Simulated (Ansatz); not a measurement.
For rock-salt TaC, PBEsol in Ansatz (plane waves, PAW) gives:

```
Quantity                          Value
------------------------------  -------
equilibrium lattice constant a  4.440 Å
bulk modulus                    344 GPa
```

**Question.** What does Hartree–Fock in Ansatz (plane waves, PAW) give for the same quantities?

**Answer.** 
- lattice constant a: 4.493 Å (grows by 1.2 %)
- bulk modulus: 358 GPa (increases by 4.1 %)

For comparison: lattice constant a 4.456 Å (measured, 300 K, no zero-point or thermal correction; as tabulated in Wikipedia's data pages); bulk modulus 305 ± 5 GPa (measured, room temperature, not corrected to a static lattice, our sources range from 305 to 345; as tabulated in Speziale et al., equation of state of TaC (DESY record 425561)).

Changes are worked out from the printed values.

Unless a cell is named, each level is at its own relaxed cell (PBEsol 10.94, Hartree–Fock 11.34 Å³/atom).

Levels without +SOC leave out spin–orbit coupling, which shifts energies and cells of such heavy elements.

Ansatz's density-functional and Hartree–Fock values are scalar-relativistic unless marked +SOC, with PAW data made under PBE.

Ansatz is a first-principles code.
